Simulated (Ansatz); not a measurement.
We consider CrCl3 (R-3, No. 148; cell taken from a computed entry), described by r²SCAN (plane waves, PAW; Ansatz, a program for electronic structure).

Run with plane-wave cutoff 500 eV, 8×8×8 k mesh, Fermi–Dirac smearing 0.05 eV, spin-polarised start, scalar-relativistic PAW data made under PBE.

Cell (relaxed at this level):

```yaml
crystal:
  lattice:
    - [3.00415, 1.73445, 6.01552]
    - [-3.00415, 1.73445, 6.01552]
    - [0.00000, -3.46890, 6.01552]
  atoms:
    - { symbol: Cr, position: [0.33339, 0.33339, 0.33339] }
    - { symbol: Cr, position: [0.66661, 0.66661, 0.66661] }
    - { symbol: Cl, position: [0.71763, 0.07364, 0.43046] }
    - { symbol: Cl, position: [0.28237, 0.92636, 0.56954] }
    - { symbol: Cl, position: [0.43046, 0.71763, 0.07364] }
    - { symbol: Cl, position: [0.56954, 0.28237, 0.92636] }
    - { symbol: Cl, position: [0.07364, 0.43046, 0.71763] }
    - { symbol: Cl, position: [0.92636, 0.56954, 0.28237] }
```

### Question
What does this level give for the band gap?

### Answer

- band gap: 2.45 eV (on the SCF k mesh)

Note: the magnetic order was assumed, not searched for or taken from measurement; the cell comes from a level without a dispersion term, which matters for the spacing of layers, chains or molecules; the relaxation could not lower the start's symmetry, so the cell can be a saddle point above a distorted one; the cell has widely spaced layers and the level no dispersion term, so their spacing and the moduli can rest on weak binding.

Computed values are for the static lattice.

It cost around 22 core-minutes (rough) of CPU time.
